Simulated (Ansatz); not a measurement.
For CsPbCl₃ (Amm2, No. 38, 10 atoms in the cell; start mp-1539667), LDA (Ansatz, an electronic-structure program, PAW) gives:

| Property | Value |
|---|---|
| cohesive energy | 3.67 eV/atom |
| band gap | 1.92 eV |

What does PBEsol (Ansatz, plane waves, PAW) give for the same quantities?


- cohesive energy: 3.35 eV/atom (decreases by 0.32 eV/atom)
- band gap: 2.11 eV (goes up by 0.19 eV)

Changes are worked out from the printed values.

Unless a cell is named, each level is at its own relaxed cell (LDA 32.50, PBEsol 34.46 Å³/atom).

Levels without +SOC leave out spin–orbit coupling, which shifts energies and cells of such heavy elements.

Levels without +SOC have no spin–orbit coupling; where heavier elements are present it shifts gaps, mostly down, and can invert bands. Density-functional gaps are differences of (generalised) Kohn–Sham levels.

Caveats: the relaxation could not lower the start's symmetry, so the cell can be a saddle point above a distorted one (LDA, PBEsol). Ansatz's density-functional and Hartree–Fock values are scalar-relativistic unless marked +SOC, with PAW data made under PBE.

A start named mp-… is a Materials Project structure, which need not be a measured phase.
